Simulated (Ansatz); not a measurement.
Input and output of a self-consistent single point for KCaF₃ (P4mm, 5 atoms in the cell) (Ansatz, an electronic-structure program).

Method of the run: PBEsol, default PAW files made with PBE (plane waves; Ansatz).

The change in words: lattice scaled by 0.98; basis.ecutrho_ratio: default → 5. Reference geometry:
```
KCaF3
1.0
    4.46828     0.00000     0.00000
    0.00000     4.46828     0.00000
    0.00000     0.00000     4.46828
K Ca F
1 1 3
Direct
  0.50000   0.50000   0.51119
  0.00000   0.00000   0.00000
  0.00000   0.50000   0.00000
  0.50000   0.00000   0.00000
  0.00000   0.00000   0.50000
```

Reference input (self-consistent single point, DFT, PBEsol, plane waves, default PAW files made with PBE): basis.ecutwfc = 420 eV; kpoints.mp_grid.grid = 6 6 6; hamiltonian.xc = pbesol; hamiltonian.pseudopotentials = {kind: paw} (the program's default PAW files); scf.occupations.method = fixed. This run's input differs from it in these lines:

Ansatz 0.2 input:
```diff
@@ -3,5 +3,5 @@
   lattice:
-    - [4.468285, 0.000000, 0.000000]
-    - [0.000000, 4.468285, 0.000000]
-    - [0.000000, 0.000000, 4.468285]
+    - [4.378919, 0.000000, 0.000000]
+    - [0.000000, 4.378919, 0.000000]
+    - [0.000000, 0.000000, 4.378919]
   atoms:
@@ -14,2 +14,3 @@
   ecutwfc: 420.0 eV
+  ecutrho_ratio: 5
 kpoints:
```

Output (repeated stretches shortened):

```
SCF iter   1: F=—  HF=-5719.882517 eV  |F-HF|=—  |Δ(HF+E_count)|=         —  Δρ=1.16e-2  dr2=7.14e-2  ethr=1.77e-3  ⟨swp⟩=5.2  Hψ=4059  notcnv=0  defer=95
all-band conjugate gradients solve this SCF's bands
preconditioner: auto → Resta (q_TF=auto, 2.411 Å⁻¹)
SCF iter   2: F=—  HF=-5719.863076 eV  |F-HF|=—  |Δ(HF+E_count)|=   1.94e-2  Δρ=2.75e-3  dr2=2.72e-3  ethr=1.79e-4  ⟨swp⟩=2.3  Hψ=2120  notcnv=0  defer=101
   [... lines left out ...]
SCF iter   4: F=—  HF=-5719.862461 eV  |F-HF|=—  |Δ(HF+E_count)|=   2.31e-5  Δρ=1.53e-4  dr2=1.10e-5  ethr=8.59e-7  ⟨swp⟩=2.0  Hψ=1845  notcnv=0  defer=115
SCF iter   5: F=—  HF=-5719.862351 eV  |F-HF|=—  |Δ(HF+E_count)|=   1.10e-4  Δρ=2.61e-5  dr2=3.90e-7  ethr=2.75e-8  ⟨swp⟩=2.0  Hψ=1691  notcnv=0  defer=57
SCF iter   6: F=—  HF=-5719.862352 eV  |F-HF|=—  |Δ(HF+E_count)|=   3.03e-7  Δρ=1.75e-5  dr2=1.51e-7  ethr=2.50e-10  ⟨swp⟩=10.9  Hψ=6135  notcnv=0
SCF iter   7: F=-5719.862351 eV  HF=-5719.862351 eV  |F-HF|=6.08e-9  |Δ(HF+E_count)|=   1.72e-8  Δρ=4.30e-6  dr2=9.51e-9  ethr=2.50e-10  ⟨swp⟩=4.1  Hψ=3074  notcnv=0
SCF 1 converged in 7 iterations: F = -5719.862351 eV  dr2 = 9.51e-9
Free energy (F): -5719.862351 eV
Internal energy: -5719.862351 eV  (E = F + TS)
E sigma→0 (E₀):  -5719.862351 eV
Fermi energy:    1.566501 eV
--- Forces (eV/Å), atoms counted from 1 ---
  atom   1  K     -0.00000000     0.00000000    -0.01523702
  atom   2  Ca     0.00000000     0.00000000     0.04628415
  atom   3  F      0.00000000     0.00000000    -0.02422155
  atom   4  F      0.00000000     0.00000000    -0.02422155
  atom   5  F     -0.00000000     0.00000000     0.01740179
--- Stress (GPa, compression-positive) ---
        1.059205       0.000000      -0.000000
        0.000000       1.059205       0.000000
       -0.000000       0.000000       1.057592
  P = ⅓ Tr σ = 1.0587 GPa (10.587 kbar)
  The stress holds the Pulay correction. Without it, at fixed plane waves, as pw.x and ABINIT print it: P = 0.6093 GPa
```

The run converged in 7 iterations. Against the reference run the free energy drops by 3.5 meV/atom, the pressure goes from -1.97 to 1.06 GPa, the largest force hardly changes (0.043 to 0.046 eV/Å) and the gap on the mesh goes from 6.076 to 6.344 eV.

The starting cell comes from a database of computed structures (which also holds hypothetical and non-ambient phases and stackings), without a prior relaxation at this level. Its lattice was rescaled by up to half a per cent. One atom was moved a little off its site on purpose. For this run, on top of that: lattice scaled by 0.98. Ansatz's pressure includes its estimate of the finite-basis (Pulay) stress.
